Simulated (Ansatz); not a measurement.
The parent structure is BAs (space group P4_2/mnm, No. 136; a = 5.837 Å, c = 3.362 Å; a hypothetical phase, not in the database extracts checked). Axes: x, y, z lie along a, b, c of the conventional cell.

Now apply this change: a pure shear with ε_xz = ε_zx = 0.0357; the atoms relax in the strained cell.

Levels (all Ansatz, a quantum-chemistry and plane-wave program, PAW): PBEsol (420 eV, scalar-relativistic without spin-orbit coupling); PBEsol+SOC (420 eV, noncollinear with spin-orbit coupling).

The geometry is relaxed with PBEsol.

| Quantity | Value |
|---|---|
| PBEsol band gap | 0.36 eV |
| PBEsol smallest direct gap | 0.87 eV |
| PBEsol valence-band top at Γ | 0.00, -0.25, -0.74 eV |

With PBEsol+SOC at the same geometry, the band gap decreases by 0.018 eV (0.36 eV → 0.35 eV); the smallest direct gap shrinks by 0.02 eV, from 0.87 eV to 0.85 eV; the valence-band top at Γ (three highest Kramers pairs, from the VBM) becomes 0.00, -0.28, -0.78 eV (PBEsol: 0.00, -0.25, -0.74 eV).

Single points use the geometry relaxed with PBEsol. Differences between runs with and without spin-orbit coupling are approximate. No phonon test of stability was made.
